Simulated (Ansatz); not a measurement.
Consider MoS2 in the 3R-MoS2 type structure (space group R3m, No. 160; a = 3.175 Å, c = 18.585 Å (hexagonal axes); layered, stacked along the Cartesian z axis).

Structures relaxed with r2SCAN+rVV10 (Ansatz, a first-principles code; PAW; 500 eV plane waves; scalar-relativistic without spin-orbit coupling).

Base:

Simulated powder pattern, Mo Kα, λ = 0.71073 Å (kinematic, ideal powder, no thermal factors, no anomalous dispersion; the 8 strongest lines at most, above 2 %, up to 2θ = 40°):

```
2θ (°)  I/Imax (%)    hkl
------  ----------  -----
6.58           100  (003)
15.01           32  (101)
15.49           30  (012)
17.27           42  (104)
18.50           45  (015)
21.45           29  (107)
23.10           18  (018)
25.87           24  (110)
```

One thing is altered: cell and atoms relaxed at a pressure of 30 GPa.

Problem. Predict the new powder pattern.

Solution. 
Simulated powder pattern, Mo Kα, λ = 0.71073 Å (kinematic, ideal powder, no thermal factors, no anomalous dispersion; the 8 strongest lines at most, above 2 %, up to 2θ = 40°):

```csv
2θ (°),d (Å),I/Imax (%),hkl
7.65,5.326,100,(003)
15.86,2.576,58,(101)
16.47,2.481,58,(012)
18.72,2.185,87,(104)
20.25,2.022,81,(015)
23.87,1.718,33,(107)
27.28,1.507,44,(110)
36.03,1.149,29,(119)
```

The indices refer to the base's conventional cell; one index is shown for lines that coincide.

The mesh was chosen for an insulator and is coarse for the gapless case. Load acts through the strain it causes; cell and atoms are relaxed under it. Stability against distortions was not tested. No other phases were tried under pressure. The final runs are not spin-polarised.
